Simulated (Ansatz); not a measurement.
Take Al₂O₃ in the corundum structure (space group R-3c, No. 167; a = 4.7589 Å, c = 12.9952 Å (hexagonal axes)) as the base.

Computed with Ansatz (a first-principles code), r2SCAN, PAW, cutoff 500 eV, no SOC.

Base values:

```
Quantity          Result
---------------  -------
Volume per atom  8.50 Å³
```

One thing is altered: full substitution Al → Zn, then cell and atoms are relaxed.

How does this affect the volume per atom?

The volume per atom goes up by 1.69 Å³ (8.50 Å³ → 10.19 Å³).

The magnetic state is the one reached from the starting moments; the real material's order can differ, and small cells can't hold many antiferromagnetic ones. No phonon test of stability was made. As relaxed here, Zn2O3 is a hypothetical phase, not in the database extracts checked.
